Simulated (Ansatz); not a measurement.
The reference is VBiO₄ (space group I4_1/a, No. 88; a = 5.1073 Å, c = 11.5760 Å).

Calculations: Ansatz (a quantum-chemistry and plane-wave program) PBEsol, no spin-orbit coupling, earlier PAW set.

Before the change:

The gap character is indirect, Γ–X (71 % along) → N and the band gap is 2.14 eV. The smallest direct gap is 2.21 eV and the density is 7.13 g/cm³.

Modification: full substitution O → S; the structure is relaxed again.

Tabulated Pauling electronegativity and covalent radius: O 3.44, 0.66 Å; S 2.58, 1.05 Å.

What happens to the gap character, band gap, smallest direct gap and density?

The gap character goes from indirect, Γ–X (71 % along) → N to indirect, Γ–X (67 % along) → Γ; the band gap drops by 1.78 eV, from 2.14 eV to 0.36 eV; the smallest direct gap shrinks by 1.774 eV, from 2.21 eV to 0.43 eV; the density drops by 2.24 g/cm³, from 7.13 g/cm³ to 4.89 g/cm³.

Spin-orbit coupling, missing from the scalar runs, can matter with Bi. No phonon test of stability was made. As relaxed here, VBiS4 is a hypothetical phase, not in the database extracts checked. Starting moments died away, wholly or in part, for O → S and the base; another magnetic solution may exist. The final runs are not spin-polarised.
